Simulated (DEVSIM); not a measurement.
Device: Au/Si3N4/p-Si capacitor, at 300 K.

| layer (left to right) | material | thickness (nm) | Na (cm⁻³) |
|---|---|---|---|
| 1 | Si3N4 | 14.0 | - |
| 2 | Si | 1700 | 1.1e17 |

Metal gate on the left, work function 5.1 eV. Fixed charge at the semiconductor interface 0 cm⁻² (in units of +e); interface traps 8.6e11 cm⁻² eV⁻¹, uniform in energy, neutral level at 0.7 of the gap above the valence band.

This is a model device: material constants are rounded textbook-type values typed into the input, and sizes, dopings and lifetimes were drawn at random. Values at 300 K.

| parameter | Si3N4 | Si |
|---|---|---|
| gap (eV) | 5.1 | 1.124 |
| affinity (eV) | 2.1 | 4.05 |
| permittivity | 7.5 | 11.7 |
| Nc (cm⁻³) | - | 2.86e19 |
| Nv (cm⁻³) | - | 3.1e19 |

Simulated with DEVSIM: 1D Poisson equation in equilibrium, Boltzmann statistics, complete ionisation; no quantum confinement or tunnelling. Metal contacts follow the ideal Schottky-Mott rule: no Fermi-level pinning, no interface dipoles.

Base results: flat-band voltage (V) -0.11; capacitance of the dielectric stack (μF/cm²) 0.474; threshold voltage (band bending 2φF) (V) 1.33; minimum of the low-frequency capacitance (μF/cm²) 0.166.

### Question
What follows from this one change: interface trap density 8.6e+11 → 3e+11 cm^-2 eV^-1?

### Answer
flat-band voltage -0.11 → 0.01 V; capacitance of the dielectric stack little changed (0.474 μF/cm²); threshold voltage (band bending 2φF) 1.33 → 1.29 V; minimum of the low-frequency capacitance 0.166 → 0.123 μF/cm².

### Question
What follows from this one change: substrate doping 1.1e+17 → 1.1e+16 cm^-3?

### Answer
flat-band voltage -0.11 → -0.04 V; capacitance of the dielectric stack little changed (0.474 μF/cm²); threshold voltage (band bending 2φF) 1.33 → 0.99 V; minimum of the low-frequency capacitance 0.166 → 0.130 μF/cm².

### Question
What follows from this one change: fixed charge 0 → 1.68e+12 cm^-2?

### Answer
flat-band voltage -0.11 → -0.68 V; capacitance of the dielectric stack little changed (0.474 μF/cm²); threshold voltage (band bending 2φF) 1.33 → 0.76 V; minimum of the low-frequency capacitance little changed (0.165 μF/cm²).
